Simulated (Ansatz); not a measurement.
## Carrier properties of monolayer SnS2

Data:

```yaml
crystal:
  lattice:
    - [3.70139, 0.00000, 0.00000]
    - [-1.85069, 3.20549, 0.00000]
    - [0.00000, 0.00000, 18.93629]
  atoms:
    - { symbol: Sn, position: [0.00000, 0.00000, 0.50000] }
    - { symbol: S, position: [0.33333, 0.66667, 0.57808] }
    - { symbol: S, position: [0.66667, 0.33333, 0.42192] }
```

All values below come from PBE, rigid bands (plane waves, PAW, scalar-relativistic; Ansatz, an electronic-structure program). Cell: cell and atoms relaxed with PBE.

- band gap = 1.57 eV
- electron conductivity mass (300 K, dilute) = 0.40 mₑ
- hole conductivity mass (300 K, dilute) = 0.55 mₑ
- effective density of states N_c (300 K) = 1.5e13 cm⁻²
- effective density of states N_v (300 K) = 5.4e13 cm⁻²
- Seebeck coefficient, n-type 1.9e12 cm⁻², 300 K = -347 μV/K
- Seebeck coefficient, p-type 1.9e12 cm⁻², 300 K = 446 μV/K

Rigid bands; masses and Seebeck coefficients take one relaxation time τ for all states and one kind of carrier; polarons and phonon drag are left out. Spin-orbit coupling is left out; where it splits the top of the valence band, N_v and the p-type Seebeck coefficient come out somewhat high without it.
